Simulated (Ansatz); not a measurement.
The reference is K in the bcc (W type) structure (space group Im-3m, No. 229; a = 5.2881 Å; relaxed with 0.1 eV smearing).

Level of theory: PBE (Ansatz, a first-principles code; PAW; 420 eV plane waves; no spin-orbit coupling), earlier PAW set.

Base values:

The pressure is 0.0 GPa.

It is then changed as follows: the cell is scaled by 1.0120 in all directions, atoms relaxed at fixed cell.

Q: How does this affect the energy relative to the base?

A: The energy rises by 1.0 meV/atom.

Q: How does this affect the pressure?

A: The pressure is nearly the same (0.0 GPa against -0.1 GPa).

The cells carry an imposed strain or load. Whether these cells are dynamically stable was not tested.
